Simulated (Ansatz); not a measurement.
**WC, response to strain**

Base system: WC (space group P-6m2, No. 187; a = 2.913 Å, c = 2.836 Å; relaxed with 0.1 eV smearing). Axes: x lies along a and z along c of the hexagonal cell.

Strains are applied to the cell and any free atomic positions relax; under biaxial strain the out-of-plane vector relaxes too; under stress the whole cell relaxes.

The values are results of r2SCAN/PAW in Ansatz (a program for electronic structure), without spin-orbit coupling, earlier PAW set, not measurements.

Notes on the quantities. pressure: mean of the normal stresses, compression positive.

| case | pressure | shortest interatomic distance |
|---|---|---|
| base | 0.0 GPa | 2.200 Å |
| biaxial strain −2.07 %, plane normal [001], relaxed out of plane | 13.8 GPa | 2.180 Å |
| biaxial strain −1.94 %, plane normal [001], relaxed out of plane | 12.9 GPa | 2.182 Å |
| biaxial strain +0.18 %, plane normal [001], relaxed out of plane | -1.1 GPa | 2.202 Å |
| biaxial strain +2.36 %, plane normal [001], relaxed out of plane | -13.0 GPa | 2.223 Å |
| isotropic strain −3.88 % | 61.6 GPa | 2.114 Å |
| isotropic strain −3.67 % | 57.4 GPa | 2.119 Å |
| isotropic strain −0.89 % | 11.5 GPa | 2.180 Å |
| isotropic strain +1.75 % | (withheld) | 2.238 Å |
| uniaxial stress, 5 GPa tension along x | – | 2.198 Å |

**Question.** Some entries are withheld; estimate them.

**Answer.** 
- isotropic strain +1.75 %, pressure: -18.9 GPa

Stability under load was not tested beyond the relaxation. All final runs are without spin polarisation.
